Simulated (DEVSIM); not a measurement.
## abrupt InP n-p junction

Structure: abrupt InP n-p junction, at 300 K.

| layer (left to right) | material | thickness (μm) | Nd (cm⁻³) | Na (cm⁻³) | τn (s) | τp (s) |
|---|---|---|---|---|---|---|
| 1 | InP | 0.750 | 5.3e16 | - | 7.9e-10 | 7.9e-10 |
| 2 | InP | 160 | - | 1.5e14 | 7.9e-10 | 7.9e-10 |

Left contact: ohmic. Right contact: ohmic. Voltage is applied to the left contact. Recombination: SRH at mid-gap. Mobility is μmin + (μ − μmin)/(1 + (N/Nref)^α).

Constants are typed, rounded textbook-type inputs, not results; the design itself was drawn at random and stands for no fabricated device. Values at 300 K.

```csv
parameter,InP
gap (eV),1.344
affinity (eV),4.38
permittivity,12.5
Nc (cm⁻³),5.7e17
Nv (cm⁻³),1.1e19
μn (cm²/Vs),5200
μp (cm²/Vs),170
"μn,min",400
"μp,min",10
"Nref,n",3e17
"Nref,p",4.9e17
αn,0.47
αp,0.62
```

Simulated with DEVSIM: 1D drift-diffusion, Boltzmann statistics, complete ionisation; no tunnelling, impact ionisation, image-force lowering or self-heating.

The potential step across the device at zero bias comes out as 0.993 V. The largest field in the device at zero bias comes out as 13000 V/cm.

Small-signal capacitance in reverse bias (quasi-static):

| V (V) | C (nF/cm²) |
|---|---|
| 0.4 | 3.20 |
| 1 | 2.64 |
| 2 | 2.13 |
| 3 | 1.84 |
| 4 | 1.64 |
| 6 | 1.38 |
| 8 | 1.22 |
| 10 | 1.10 |
| 13 | 0.976 |
| 16 | 0.885 |
| 20 | 0.796 |

Dark reverse current:

```tsv
V (V)	J (A/cm²)
0.40	1.1e-7
1.00	2.2e-7
2.00	3.6e-7
3.00	4.6e-7
4.00	5.6e-7
6.00	7.1e-7
8.00	8.4e-7
10.00	9.5e-7
13.00	1.1e-6
16.00	1.2e-6
20.00	1.4e-6
```
